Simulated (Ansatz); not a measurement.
Seebeck coefficient (μV/K, mean over directions) of p-type BP (F-43m) against carrier density, r2SCAN with spin-orbit coupling, rigid bands in Ansatz (a first-principles code). Computed gap 1.38 eV; densities at which minority carriers matter at this gap, or further valleys turn the trend, are left out. Conductivity mass 0.40 mₑ (harmonic mean over directions), N_v = 2.3e19 cm⁻³ at 300 K.

| hole density | 300 K | 500 K |
|---|---|---|
| 1e16 cm⁻³ | 909 | 979 |
| 1e17 cm⁻³ | ___ | 781 |
| 1e18 cm⁻³ | 513 | 583 |
| 3e18 cm⁻³ | 419 | 488 |
| 1e19 cm⁻³ | ___ | 385 |
| 3e19 cm⁻³ | 230 | ___ |
| 1e20 cm⁻³ | 142 | 197 |
| 3e20 cm⁻³ | 78 | 119 |
| 1e21 cm⁻³ | 36 | 59 |

Q: Some entries are withheld; supply them.

A: 
- 1e17 cm⁻³, 300 K: 711
- 1e19 cm⁻³, 300 K: 318
- 3e19 cm⁻³, 500 K: 293

Rigid bands with a gap fixed in temperature, one relaxation time for all states, no polarons or phonon drag, and whether or not such doping can be reached. Geometry: cell and atoms relaxed with PBEsol.
